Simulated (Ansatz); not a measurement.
```
CELL_PARAMETERS angstrom
      0.00000     3.17779     3.17779
      3.17779     0.00000     3.17779
      3.17779     3.17779     0.00000
ATOMIC_POSITIONS crystal
  Cd 0.00000 0.00000 0.00000
  Te 0.25000 0.25000 0.25000
```

Computed with PBE with spin-orbit coupling, rigid bands (plane waves, PAW; Ansatz, a program for electronic structure). Condition of this run: hydrostatic pressure of 3 GPa (compression positive) (the target of the relaxation). How the cell was made: cell and atoms relaxed with PBEsol, then loaded as said.

Task: Predict the hole conductivity mass (n e² τ/σ) at 300 K, by direction if it differs.

Result: 0.49 mₑ.

Task: What conductivity effective mass do dilute electrons have at 300 K?

Result: 0.077 mₑ.

Task: And the band gap?

Result: 0.68 eV at this level; semilocal functionals usually fall short of the measured gap.

Rigid bands, one relaxation time for all states, no polarons. Geometry: cell and atoms relaxed with PBEsol.
